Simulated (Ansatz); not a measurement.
Take Re in the diamond structure (space group Fd-3m, No. 227; a = 5.594 Å; a hypothetical phase, not in the database extracts checked) as the base.

It is then changed as follows: a hydrostatic pressure of 3 GPa.

Levels (all Ansatz, a program for electronic structure, PAW): PBEsol (420 eV, no spin-orbit coupling); PBEsol+SOC (420 eV, noncollinear with spin-orbit coupling).

The geometry is relaxed with PBEsol.

- PBEsol pressure = 3.0 GPa

Q: How does going to PBEsol+SOC change the pressure?

A: The pressure increases by 0.56 GPa (3.0 GPa → 3.5 GPa).

Single points use the geometry relaxed with PBEsol. The spin-orbit shifts are approximate. Load acts through the strain it causes; cell and atoms are relaxed under it. Stability against distortions was not tested. The runs without spin-orbit coupling are not spin-polarised.
